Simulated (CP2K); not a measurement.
Input and output of a self-consistent single point for ZnGe3 (Pm-3m, 4 atoms in the cell) (CP2K).

Computed with LDA (Pade form), GPW, DZVP-MOLOPT-SR-GTH basis, GTH-PADE potentials (GTH_POTENTIALS) in CP2K.

```
CELL_PARAMETERS angstrom
      4.22236     0.00000     0.00000
      0.00000     4.22236     0.00000
      0.00000     0.00000     4.22236
ATOMIC_POSITIONS crystal
  Zn 0.00000 0.00000 0.00000
  Ge 0.00000 0.50000 0.50000
  Ge 0.50000 0.00000 0.50000
  Ge 0.50000 0.50000 0.00000
```

Reference input (self-consistent single point, DFT PBEsol, GPW, DZVP-MOLOPT-SR-GTH basis, GTH-PBE potentials (GTH_POTENTIALS)): CUTOFF = 600 Ry; REL_CUTOFF = 50 Ry; SMEAR/METHOD = GAUSSIAN; SIGMA = 0.136 eV; KPOINTS/SCHEME = MONKHORST-PACK 10 10 10; GAMMA_CENTERED = T; XC_FUNCTIONAL = PBE:PBESOL; Zn/BASIS_SET = DZVP-MOLOPT-SR-GTH; Zn/POTENTIAL = GTH-PBE-q12; Ge/BASIS_SET = DZVP-MOLOPT-SR-GTH; Ge/POTENTIAL = GTH-PBE-q4; METHOD = GPW. This run's input differs from it in these lines:

```diff
@@ -44,6 +44,3 @@
     &XC
-      &XC_FUNCTIONAL
-        &PBE
-          PARAMETRIZATION PBESOL
-        &END PBE
+      &XC_FUNCTIONAL PADE
       &END XC_FUNCTIONAL
@@ -81,3 +78,3 @@
       BASIS_SET DZVP-MOLOPT-SR-GTH
-      POTENTIAL GTH-PBE-q12
+      POTENTIAL GTH-PADE-q12
     &END KIND
@@ -85,3 +82,3 @@
       BASIS_SET DZVP-MOLOPT-SR-GTH
-      POTENTIAL GTH-PBE-q4
+      POTENTIAL GTH-PADE-q4
     &END KIND
```

Output, abridged:

```
 SCF WAVEFUNCTION OPTIMIZATION

  Step     Update method      Time    Convergence         Total energy    Change
     1 NoMix/Diag. 0.20E+00      -     1.22006950       -72.6164944463 -7.26E+01
     2 Broy./Diag. 0.20E+00      -     0.04914985       -72.9696382822 -3.53E-01
     3 Broy./Diag. 0.20E+00      -     0.09347221       -72.6676858373  3.02E-01
     4 Broy./Diag. 0.20E+00      -     0.07043540       -72.4075152293  2.60E-01
     5 Broy./Diag. 0.20E+00      -     0.00625169       -72.3815028532  2.60E-02
     6 Broy./Diag. 0.20E+00      -     0.00379378       -72.4114695127 -3.00E-02
   [... 3 lines left out ...]
    10 Broy./Diag. 0.20E+00      -     0.00002639       -72.3965973026 -2.56E-05
    11 Broy./Diag. 0.20E+00      -     0.00000195       -72.3967495086 -1.52E-04
    12 Broy./Diag. 0.20E+00      -     0.00000602       -72.3967585701 -9.06E-06
    13 Broy./Diag. 0.20E+00      -     0.00000016       -72.3967476065  1.10E-05
  *** SCF run converged in    13 steps ***

  Overlap energy of the core charge distribution:               0.00000000000819
  Self energy of the core charge distribution:               -104.72538675004104
  Core Hamiltonian energy:                                     30.81209556249767
  Hartree energy:                                              13.69376578931953
  Exchange-correlation energy:                                -12.17672497576973
  Smearing free energy correction:                             -0.00049723245461
  Fermi energy:                                                 0.20228893748003

  Total energy:                                               -72.39674760647650
  Total energy (extrapolated to sigma->0):                    -72.39649899024919

                     Mulliken Population Analysis

   [... lines left out ...]

 STRESS| Analytical stress tensor [bar]
 STRESS|                        x                   y                   z
 STRESS|      x       -5.16022522699E+04   1.16941106700E-03   1.16941106857E-03
 STRESS|      y        1.16941106700E-03  -5.16022536419E+04   1.16941088217E-03
 STRESS|      z        1.16941106857E-03   1.16941088217E-03  -5.16022520489E+04
 STRESS| 1/3 Trace                                            -5.16022526536E+04
```

The run converged in 13 iterations. Against the reference run the pressure goes from -0.99 to -5.16 GPa.

The starting cell comes from a database of computed structures (which also holds hypothetical and non-ambient phases and stackings), without a prior relaxation at this level. Values carry the incompleteness of an atom-centred basis. With a pressure of about -5 GPa the cell is away from its equilibrium volume at this level.

Cost on one core of a shared machine: roughly 60 s.
